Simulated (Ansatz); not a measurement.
Here is the system:

End structure of the (322) surface of bcc V in its 1x1 cell, outermost plane spacing 0.36 Å in the ideal cut:

```yaml
crystal:
  lattice:
    - [4.23865, 0.00000, 0.00000]
    - [-2.11932, 8.73820, 0.00000]
    - [0.00000, 0.00000, 26.50000]
  atoms:
    - { symbol: V, position: [0.84594, 0.69186, 0.31953] }
    - { symbol: V, position: [0.70088, 0.40172, 0.32896] }
    - { symbol: V, position: [0.55302, 0.10603, 0.34298] }
    - { symbol: V, position: [0.40548, 0.81090, 0.35467] }
    - { symbol: V, position: [0.26382, 0.52758, 0.36416] }
    - { symbol: V, position: [0.11759, 0.23510, 0.37743] }
    - { symbol: V, position: [0.96815, 0.93621, 0.38790] }
    - { symbol: V, position: [0.81983, 0.63960, 0.40558] }
    - { symbol: V, position: [0.67366, 0.34727, 0.41722] }
    - { symbol: V, position: [0.52904, 0.05804, 0.43049] }
    - { symbol: V, position: [0.38181, 0.76356, 0.44600] }
    - { symbol: V, position: [0.23349, 0.46695, 0.46063] }
    - { symbol: V, position: [0.08637, 0.17274, 0.47352] }
    - { symbol: V, position: [0.94122, 0.88240, 0.48690] }
    - { symbol: V, position: [0.79412, 0.58824, 0.50000] }
    - { symbol: V, position: [0.64702, 0.29407, 0.51310] }
    - { symbol: V, position: [0.50186, 0.00373, 0.52648] }
    - { symbol: V, position: [0.35475, 0.70953, 0.53937] }
    - { symbol: V, position: [0.20642, 0.41291, 0.55400] }
    - { symbol: V, position: [0.05920, 0.11843, 0.56951] }
    - { symbol: V, position: [0.91457, 0.82920, 0.58278] }
    - { symbol: V, position: [0.76840, 0.53687, 0.59442] }
    - { symbol: V, position: [0.62008, 0.24026, 0.61210] }
    - { symbol: V, position: [0.47065, 0.94137, 0.62257] }
    - { symbol: V, position: [0.32441, 0.64889, 0.63584] }
    - { symbol: V, position: [0.18275, 0.36557, 0.64533] }
    - { symbol: V, position: [0.03522, 0.07044, 0.65702] }
    - { symbol: V, position: [0.88735, 0.77475, 0.67104] }
    - { symbol: V, position: [0.74229, 0.48461, 0.68047] }
```

Set-up: 29 atoms, 10.2 Å thick at the start (thin: gaps and levels are the slab's own); mesh 9x5x1; 0.1 eV smearing; dipole correction on; all atoms relaxed; held to the part of the start's symmetry that mesh and held atoms allow; no spin, no spin-orbit, no U.

Task: Predict the surface energy (mean of both faces) from PBE (Ansatz, a program for electronic structure).

Result: 2.72 J/m²

Task: Give the work function of the top face at the level PBE.

Result: 3.85 eV
